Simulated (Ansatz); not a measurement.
The starting structures come from a database of crystals and need not be the phases stable at ambient conditions.

 Where the default PAW files enter, the runs use the earlier of Ansatz's two default sets.

By PBEsol, the system below comes out a metal.

A figure of merit of an interconnect metal is its ballistic conductance per area.

Input:

```
Ge
1.0
    2.87389     0.00000     0.00000
   -1.43694     3.64096     0.00000
    1.43694     0.21905     3.63437
Ge
2
Direct
  0.06406   0.25000   0.25000
  0.93594   0.75000   0.75000
```

Space group of this cell: Imma. The cell is taken as given; by PBEsol its mean pressure is -2.5 GPa.

The current flows along the normal of the first two printed cell vectors. No spin-orbit coupling; the value is a mean over 0.1 eV about the Fermi level.

**Question.** Predict the ballistic conductance per area from PBEsol (Ansatz, a quantum-chemistry and plane-wave program).

**Answer.** 1.2 × 10¹⁵ S/m² for both spins.
